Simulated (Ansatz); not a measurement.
CsCl-type HfRu was calculated with LDA (Ansatz, a first-principles code, plane waves, PAW).

Numerical settings: plane-wave cutoff 500 eV, 18×18×18 k mesh, Fermi–Dirac smearing 0.1 eV, no spin polarisation, scalar-relativistic PAW data made under PBE.

Computed at the level's own relaxed cell.

### Question
Give the computed volume per atom and lattice parameter a.

### Answer

- volume per atom = 16.11 Å³/atom
- lattice parameter a = 3.182 Å

The run finds no gap.

Spin–orbit coupling is not included.
